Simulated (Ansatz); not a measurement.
**rutile SnO2: the defect Hf on the Sn site**

Computed with PBE, PAW (plane waves to 420 eV; Ansatz, a first-principles code). The supercell holds 72 host sites (2×2×3 repeats of a cell of 6 atoms), with a 2×2×2 shifted k-point sampling for the final energies. Site at the start: the Sn site. Finite-size correction: monopole term and site-potential alignment. Dielectric constants: PBE linear response of the host. Host gap at this level: 0.68 eV. Finite-size and sampling errors can reach tenths of an eV here. PBE underestimates the host's gap, which shifts levels and can delocalise carriers. Spin–orbit coupling is left out, which matters for these heavy elements. Each state is the lowest found from its start.

Formation energies E_f are given with the Fermi level at the valence-band maximum. Chemical conditions: O-rich (Δμ(Sn) = -4.88 eV, Δμ(Hf) = -10.38 eV, bounded by monoclinic HfO2; only phases computed here count, gases as isolated molecules at 0 K); Sn-richest allowed (Δμ(Sn) = -0.25 eV, Δμ(Hf) = -5.75 eV, bounded by litharge SnO, monoclinic HfO2; only phases computed here count, gases as isolated molecules at 0 K). Reference phases: Hf: hcp Hf, Sn: beta tin.

Charges with a result: +1, 0, −1. Others weren't obtained, and one of them could lie lower, also by skipping a charge.

```csv
charge,moment (μB),largest move off a lattice site (Å),image correction with alignment (eV),"E_f, O-rich (eV)","E_f, Sn-richest allowed (eV)"
+1*,fractional,0.01,–,–,–
0,not spin-polarised,0.01,0.00,0.25,0.25
−1*,quenched,0.01,–,–,–
```

* At this level the carrier isn't localised at the defect: at charge +1 holes occupy the valence band; at charge −1 electrons occupy the conduction band. Such a state is shallow or no state of the defect, and this cell gives it no level.

Starting moments that weren't kept: charge −1 began with 1 μB and ended with 0.0.

Flagged in the runs: a host whose relaxation on this sampling wasn't shown to rest.

All states together cost around 100 core-minutes (rough).
